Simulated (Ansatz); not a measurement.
Amorphous Ti$_{20}$O$_{41}$Na$_{2}$, 63 atoms at 3.54 g/cm³, one PBE-relaxed geometry, zone centre. Methods: PBE, scalar-relativistic without spin-orbit coupling (Ansatz, a program for electronic structure); r2SCAN, scalar-relativistic without spin-orbit coupling (Ansatz); HSE06, scalar-relativistic without spin-orbit coupling (Ansatz). Plane waves to 420 eV (r2SCAN 500 eV); exact exchange is cut at the cell's faces. At PBE the levels at the filled edge of the gap are localised (band-tail or defect states), and the nearest spread-out levels lie 3.0 eV apart at the zone centre. All rungs ran without spin polarisation.

The cell was made by melting and quenching with the CHGNet potential and then relaxed with DFT. O atoms were pushed apart under 1.9 Å during the dynamics, to hinder bonds among them. The hot cell started wider than the set density and was brought back towards it in steps. It is the lowest in DFT energy of 2 quenches. It is a model cell: composition and starting density were chosen by hand, and all elements were melted together. No dispersion term was used. Its density started from a set value of 3.54 and ended at 3.54 g/cm³. Cooling (nominally 360 K/ps over its main leg) ran many orders faster than in experiment, which tends to leave more defects and strain. Values belong to this one cell and scatter from quench to quench. The volume was held where the preparation left it and the shape relaxed, at a PBE pressure of 0.8 GPa. Stress components on the final sampling reach 0.9 GPa.

The relaxation ran on the zone centre alone. At PBE the level gap is 2.54 eV on a 2×2×2 Γ-centred mesh, and the spacing at the zone centre alone 2.59 eV.

Task: What zone-centre spacing does r2SCAN give, roughly?

Result: 2.94 eV (+0.34 eV against PBE).

Task: What zone-centre spacing does HSE06 give, roughly?

Result: 4.11 eV (+1.51 eV against PBE).

The highest filled and the lowest empty state spread over these numbers of atoms (participation numbers): PBE: 6.4 and 18.3; r2SCAN: 6.2 and 17.3; HSE06: 6.1 and 17.2.
